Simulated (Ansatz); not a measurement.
Results of r²SCAN in Ansatz (PAW) for MgZn3O4 (model structure, P6₃mc, No. 186, 16 atoms in the cell).

Settings: plane-wave cutoff 560 eV, 6×6×8 k mesh (along the axes of the cell as run), Fermi–Dirac smearing 0.01 eV, scalar-relativistic PAW data made under PBE.

Cell (relaxed with PBEsol):

```cif
data_Mg2O8Zn6
_chemical_formula_sum 'Mg2 O8 Zn6'
_space_group_name_H-M_alt 'P63mc'
_space_group_IT_number 186
_space_group_name_Hall 'P 6c -2c'
_cell_length_a 6.48110
_cell_length_b 6.48110
_cell_length_c 5.19084
_cell_angle_alpha 90.000
_cell_angle_beta 90.000
_cell_angle_gamma 120.000
loop_
_atom_site_label
_atom_site_type_symbol
_atom_site_symmetry_multiplicity
_atom_site_Wyckoff_symbol
_atom_site_fract_x
_atom_site_fract_y
_atom_site_fract_z
_atom_site_occupancy
Mg1 Mg 2 b 0.66667 0.33333 0.00152 1
O1 O 2 b 0.66667 0.33333 0.38313 1
Zn1 Zn 6 c 0.16562 0.33124 0.00127 1
O2 O 6 c 0.16700 0.33399 0.38251 1
```

Question: Estimate the band gap that the calculation returns.

Answer: 
- band gap = 1.93 eV (direct)

Note: the relaxation could raise the start's symmetry but not lower it, so the cell can be a saddle point; cell and atoms aren't relaxed at this level (largest force component 0.09 eV/Å).

Static lattice: no zero-point or thermal effects.

It cost very roughly 4 core-minutes of CPU time.

A model structure was made by putting elements into a prototype or built by hand; it is no filed structure, need not be a known phase, and can be a saddle point held by its symmetry.

Ansatz is an electronic-structure program.
